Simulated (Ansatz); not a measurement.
Checking a run of Ansatz (a quantum-chemistry and plane-wave program) on CoAg₂SnTe₄ (I-4, 8 atoms in the cell). The aim is a self-consistent single point with DFT, PBE, plane waves, default PAW files.

Cell that was meant: a = 7.8647 Å, b = 7.8647 Å, c = 7.8647 Å, α = 131.86°, β = 131.86°, γ = 70.44°.

Part of the input:

Ansatz 0.2 input:
```yaml
magnetization:
  spin_polarized: true
scf:
  occupations: { method: gaussian, width: 2.0 }
output:
  forces: true
  eigenvalues: true
```

Log, with long lists cut:

```
WARN basis.ecutwfc = 420 eV, the default
WARN ansatz: RAYON_NUM_THREADS=1 ignored (pool sized by the plan → 1); use --threads N
   [... lines left out ...]
Symmetry: 4 space group operations
Space group: I-4 (ITA 82), of the structure as read, at distance tolerance 6.4e-5 Å
Magnetic group: BNS 82.39 (UNI 699), of the structure as read, at distance tolerance 6.4e-5 Å
k-points: 6 of 27 (time reversal used)
Initial density: superposition of atomic densities (chi_scale 0.1, normalization cell)
Starting moments: Σ|m| = 3 μB on 1 of 8 sites
Initial wavefunctions: pseudopotential atomic-orbital guess
Eigensolver: davidson
Functional: x = pbe(κ = 0.804, μ = 0.2195149727645171), c = pbe(β = 0.06672455060314922)
SCF iter   1: F=—  HF=-54256.277286 eV  |F-HF|=—  |Δ(HF+E_count)|=         —  Δρ=6.51e-2 (↑4.09e-2 ↓6.51e-2)  dr2=7.46e0  dr2_m=6.01e0  M=1.141 μB ∫|m|=1.235 μB  β_m=0.30  ethr=3.10e-3  ⟨swp⟩=10.9  Hψ=6823  notcnv=0
Mixer restart at iter 1: flushing history
all-band conjugate gradients solve this SCF's bands
preconditioner: auto → Kerker (q_TF=auto, 2.433 Å⁻¹)
   [... lines left out ...]
SCF iter  15: F=—  HF=-54256.106477 eV  |F-HF|=—  |Δ(HF+E_count)|=   8.47e-9  Δρ=1.39e-6 (↑1.39e-6 ↓8.77e-7)  dr2=1.69e-8  dr2_m=5.13e-10  M=-0.000 μB ∫|m|=0.000 μB  β_m=0.79  ethr=4.23e-11  ⟨swp⟩=2.0  Hψ=1855  notcnv=0
SCF iter  16: F=-54256.106477 eV  HF=-54256.106477 eV  |F-HF|=3.89e-9  |Δ(HF+E_count)|=   1.56e-9  Δρ=7.53e-7 (↑7.53e-7 ↓7.25e-7)  dr2=8.50e-9  dr2_m=1.80e-12  M=0.000 μB ∫|m|=0.000 μB  ethr=1.27e-11  ⟨swp⟩=10.3  Hψ=5461  notcnv=0
SCF 1 converged in 16 iterations: F = -54256.106477 eV  dr2 = 8.50e-9
WARN: the starting moments were not kept: the SCF closed with an absolute magnetisation of 2.9e-6 μB, where they sum to 3 μB in size (1 site) …
   [... lines left out ...]
Absolute magnetization: 0.0000 μB (∫|ρ↑−ρ↓|, with the PAW one-centre terms)
Free energy (F): -54256.106477 eV
Fermi energy:    7.802651 eV
   [... lines left out ...]
  atom   8  Te     0.27109729     0.72315193     0.72258158
--- Stress (GPa, compression-positive) ---
        1.248997       0.000000      -0.000000
       -0.000000       1.248997       0.000000
       -0.000000       0.000000       1.322079
  P = ⅓ Tr σ = 1.2734 GPa (12.734 kbar)
  The stress holds the Pulay correction. Without it, at fixed plane waves, as pw.x and ABINIT print it: P = 1.2395 GPa
```

Is anything amiss in this input, and did it matter?

The run is not sound. The fault is a smearing width that is far too large. A width of many tenths of an electronvolt moves electrons far across the Fermi level or the gap, and the free energy and its derivatives carry a large smearing term. To fix it, use a width small against the gap or band features. The run converged in 16 iterations without an error; against the sound input the free energy falls by 585 meV/atom, the pressure goes from -0.93 to 1.27 GPa, the largest force goes from 0.948 to 1.058 eV/Å and the size of the net moment goes from 0.34 to 0.00 μB/atom.

The sound input it was made from differs as follows (other fixes are possible):
```diff
-  occupations: { method: gaussian, width: 2.0 }
+  occupations: { method: gaussian, width: 0.272 }
```

With that input, the run converged in 16 iterations: free energy E − TS (on the zero of these files) -54251.4248 eV; Fermi level (on the code's own zero) 7.48 eV; pressure -0.93 GPa; largest force (vector length) 0.948 eV/Å; size of the cell's spin moment 2.75 μB (DFT, PBE, plane waves, default PAW files).

On the sound input: the starting cell was generated: these elements placed on a structure prototype, without a prior relaxation; it need not be a known phase or ordering of this composition. With one magnetic atom in the cell only a parallel order is possible. Ansatz's pressure includes its estimate of the finite-basis (Pulay) stress.
